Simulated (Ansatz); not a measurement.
We consider BeMo2 (model structure, started from the C15 type, Fd-3m, No. 227, 6 atoms in the cell), described by PBEsol (PAW; Ansatz, a first-principles code).

Run with plane-wave cutoff 520 eV, 12×12×12 k mesh, Fermi–Dirac smearing 0.05 eV, no spin polarisation, scalar-relativistic PAW data made under PBE.

Cell (relaxed at this level):

```
CELL_PARAMETERS angstrom
      0.00000     3.58405     3.58405
      3.58405     0.00000     3.58405
      3.58405     3.58405     0.00000
ATOMIC_POSITIONS crystal
  Mo 0.62500 0.62500 0.62500
  Mo 0.12500 0.62500 0.62500
  Mo 0.62500 0.12500 0.62500
  Mo 0.62500 0.62500 0.12500
  Be 0.25000 0.25000 0.25000
  Be 0.00000 0.00000 0.00000
```

**Question.** Give the computed bulk modulus B0.

**Answer.** 
* **bulk modulus B0**: 176 GPa

Note: the run has no spin polarisation, so it can have missed a magnetic state; the bulk modulus is −V dP/dV from two relaxed cells at ±2 % in volume; the relaxation could raise the start's symmetry but not lower it, so the cell can be a saddle point.

Computed values are for the static lattice.

It cost roughly 60 core-seconds of CPU time.

A model structure was made by putting elements into a prototype or built by hand; it is no filed structure, need not be a known phase, and can be a saddle point held by its symmetry.
